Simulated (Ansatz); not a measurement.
Output of an Ansatz run (abridged):

```
WARN ansatz: RAYON_NUM_THREADS=1 ignored (pool sized by the plan → 1); use --threads N
basis.fft_grid_basis auto: the FFT boxes are laid along the combinations [[1, 0, 1], [0, 1, 1], [0, 0, 1]] of the cell's own vectors, 4.094, 4.094 and 6.236 Å …
Pseudopotentials: kind: paw
Pseudopotential: Sr, paw, valence charge 10
Pseudopotential: Ni, paw, valence charge 18
Pseudopotential: As, paw, valence charge 15
Crystal: 5 atoms, lattice volume = 92.554 Å³
Basis set: ecut = 420 eV, 1807 PW (Γ), FFT grids on a1+a3, a2+a3, a3
Bands: 46, of which v1, the nominal top of the filled ones, is band 38 counted from 1 (37 counted from 0)
Symmetry: 8 space group operations
Space group: I4mm (ITA 107), of the structure as read, at distance tolerance 4.5e-5 Å
k-points: 30 of 216 (time reversal used)
PAW frozen core: Sr, regenerated for the run's functional, and the local potential with it
PAW frozen core: Ni, regenerated for the run's functional, and the local potential with it
PAW frozen core: As, regenerated for the run's functional, and the local potential with it
Initial density: superposition of atomic densities (neutral atoms: chi_scale 0, normalization atom), corrected by the library's trained network
Initial wavefunctions: pseudopotential atomic-orbital guess
Eigensolver: davidson
Functional: x = slater, c = lda
SCF iter   1: F=—  HF=-24541.958648 eV  |F-HF|=—  |Δ(HF+E_count)|=         —  Δρ=1.11e-2  dr2=5.57e-2  ethr=1.77e-3  ⟨swp⟩=7.1  Hψ=5747  notcnv=0  defer=19
all-band conjugate gradients solve this SCF's bands
preconditioner: auto → Kerker (q_TF=auto, 2.640 Å⁻¹)
SCF iter   2: F=—  HF=-24541.952713 eV  |F-HF|=—  |Δ(HF+E_count)|=   5.94e-3  Δρ=4.65e-3  dr2=9.84e-3  ethr=7.33e-5  ⟨swp⟩=2.0  Hψ=2139  notcnv=0  defer=21
SCF iter   3: F=—  HF=-24541.951239 eV  |F-HF|=—  |Δ(HF+E_count)|=   1.47e-3  Δρ=8.32e-4  dr2=8.68e-4  ethr=1.30e-5  ⟨swp⟩=2.1  Hψ=1823  notcnv=0  defer=21
SCF iter   4: F=—  HF=-24541.951073 eV  |F-HF|=—  |Δ(HF+E_count)|=   1.67e-4  Δρ=3.82e-4  dr2=1.83e-4  ethr=1.14e-6  ⟨swp⟩=2.2  Hψ=2096  notcnv=0  defer=21
SCF iter   5: F=—  HF=-24541.951033 eV  |F-HF|=—  |Δ(HF+E_count)|=   3.97e-5  Δρ=2.33e-4  dr2=6.71e-5  ethr=2.41e-7  ⟨swp⟩=2.0  Hψ=1921  notcnv=0  defer=21
SCF iter   6: F=—  HF=-24541.951028 eV  |F-HF|=—  |Δ(HF+E_count)|=   5.60e-6  Δρ=5.40e-5  dr2=6.37e-6  ethr=8.84e-8  ⟨swp⟩=1.3  Hψ=1361  notcnv=0  defer=21
SCF iter   7: F=—  HF=-24541.951027 eV  |F-HF|=—  |Δ(HF+E_count)|=   9.79e-7  Δρ=1.89e-5  dr2=8.21e-7  ethr=8.38e-9  ⟨swp⟩=2.1  Hψ=2160  notcnv=0  defer=21
SCF iter   8: F=—  HF=-24541.951026 eV  |F-HF|=—  |Δ(HF+E_count)|=   2.32e-7  Δρ=9.26e-6  dr2=1.67e-7  ethr=1.08e-9  ⟨swp⟩=2.0  Hψ=1963  notcnv=0  defer=21
SCF iter   9: F=-24541.951026 eV  HF=-24541.951026 eV  |F-HF|=2.53e-8  |Δ(HF+E_count)|=   2.67e-8  Δρ=3.72e-6  dr2=2.96e-8  ethr=1.32e-10  ⟨swp⟩=9.5  Hψ=5946  notcnv=0
SCF 1 converged in 9 iterations: F = -24541.951026 eV  dr2 = 2.96e-8
SCF converged after 9 iterations
Free energy (F): -24541.951026 eV
Harris-Foulkes:  -24541.951026 eV  (|F-HF|=2.53e-8)
Internal energy: -24541.823051 eV  (E = F + TS)
E sigma→0 (E₀):  -24541.887039 eV
Entropy (-TS):   -0.127975 eV (-25.595 meV/atom)
Fermi energy:    12.199853 eV
--- Per-component energies (eV) ---
  E_band       = -1247.463166
  E_kinetic    = 1024.879552
  E_local      = -14404.677296  (includes V_loc(G=0)·N_el)
  E_nonlocal   = 163.042765
  E_hartree    = 6584.912701
  E_xc         = -499.573642
  E_vxc        = -541.240699  (∫ρ·V_xc dr)
  E_paw        = -9240.904193  (= ΣΔE_a)
  E_vpaw       = -659.275058  (= ΣTr[D̂ρ^β])
  E_aug_tail   = 0.000838  (compensation charges beyond the density's cutoff)
  E_ewald      = -8174.816613
  E_core_change = 5.312836  (= ΣΔE_core)
  E_smearing   = -0.127975  (= −TS)
  E_closure    = 0.000000  (closes the sum)
  Σ components = -24541.951026   (vs F -24541.951026, Δ=0.00e0)
--- Forces (eV/Å), atoms counted from 1 ---
  atom   1  Sr     0.00000000     0.00000000    -0.13533323
  atom   2  Ni     0.00000000    -0.00000000     0.04715581
  atom   3  Ni    -0.00000000     0.00000000     0.04715581
  atom   4  As     0.00000000    -0.00000000     0.24233429
  atom   5  As    -0.00000000     0.00000000    -0.20129700
  max |Σ_I F_I| component: 1.57e-5 eV/Å
--- Stress (GPa, compression-positive) ---
       -6.539027      -0.000000       0.000000
       -0.000000      -6.539027      -0.000000
        0.000000       0.000000      -6.352457
  P = ⅓ Tr σ = -6.4768 GPa (-64.768 kbar)
  The stress holds the Pulay correction. Without it, at fixed plane waves, as pw.x and ABINIT print it: P = -6.5161 GPa
--- Band table (eV; the first three rows and the last of 30) ---
  k-point 0: bands = ["-90.1896", "-90.1867", "-51.0584", "-51.0584", "-51.0376", "-51.0376", "-51.0126", "-51.0087", "-23.5592", "-23.5548", "-23.5548", "-23.5534", "-23.5534", "-23.5518", "-23.5232", "-23.5206", "-23.5111", "-23.5073", "-22.9954", [...]
  k-point 1: bands = ["-90.1892", "-90.1871", "-51.0590", "-51.0529", "-51.0431", "-51.0370", "-51.0121", "-51.0091", "-23.5592", "-23.5558", "-23.5551", "-23.5537", "-23.5534", "-23.5516", "-23.5227", "-23.5202", "-23.5111", "-23.5075", "-22.9898", [...]
  k-point 2: bands = ["-90.1885", "-90.1878", "-51.0607", "-51.0539", "-51.0425", "-51.0356", "-51.0110", "-51.0101", "-23.5592", "-23.5574", "-23.5557", "-23.5542", "-23.5528", "-23.5512", "-23.5218", "-23.5195", "-23.5117", "-23.5081", "-22.9789", [...]
  k-point 29: bands = ["-90.1896", "-90.1867", "-51.0584", "-51.0584", "-51.0376", "-51.0376", "-51.0126", "-51.0087", "-23.5601", "-23.5563", "-23.5563", "-23.5518", "-23.5518", "-23.5509", "-23.5233", "-23.5205", "-23.5110", "-23.5074", [...]
```

The structure:

```
CELL_PARAMETERS angstrom
     -2.04681     2.04681     5.52308
      2.04681    -2.04681     5.52308
      2.04681     2.04681    -5.52308
ATOMIC_POSITIONS crystal
  Sr 0.00453 0.00453 0.00000
  Ni 0.75000 0.25000 0.50000
  Ni 0.25000 0.75000 0.50000
  As 0.64527 0.64527 0.00000
  As 0.35473 0.35473 0.00000
```

**Question.** What input produced this log?

**Answer.** Other spellings and defaults could give the same log, and not every line can be read from it. The input that was run (DFT, LDA (PW92), plane waves, default PAW files made with PBE):

Ansatz 0.2 input:
```yaml
crystal:
  lattice:
    - [-2.04681300, 2.04681300, 5.52307800]
    - [2.04681300, -2.04681300, 5.52307800]
    - [2.04681300, 2.04681300, -5.52307800]
  atoms:
    - { symbol: Sr, position_ang: [0.00000000, -0.00000000, 0.04999490] }
    - { symbol: Ni, position_ang: [0.00000000, 2.04681300, 2.76153900] }
    - { symbol: Ni, position_ang: [2.04681300, 0.00000000, 2.76153900] }
    - { symbol: As, position_ang: [0.00000000, -0.00000000, 7.12775308] }
    - { symbol: As, position_ang: [-0.00000000, 0.00000000, 3.91840292] }
basis:
  ecutwfc: 420.0
kpoints:
  mp_grid:
    grid: [6, 6, 6]
hamiltonian:
  xc: lda
  pseudopotentials:
    kind: paw
scf:
  occupations:
    method: fermi_dirac
    width: 0.1
output:
  forces: true
  eigenvalues: true
  stress: true
```

The starting cell comes from a database of computed structures (which also holds hypothetical and non-ambient phases and stackings), without a prior relaxation at this level. Its lattice was rescaled by up to half a per cent. One atom was moved a little off its site on purpose. Spin polarisation is off, so a magnetic state, if there is one, cannot be reached. With a pressure of about -6 GPa the cell is away from its equilibrium volume at this level. Ansatz's pressure includes its estimate of the finite-basis (Pulay) stress.

Ansatz is a program for electronic structure.
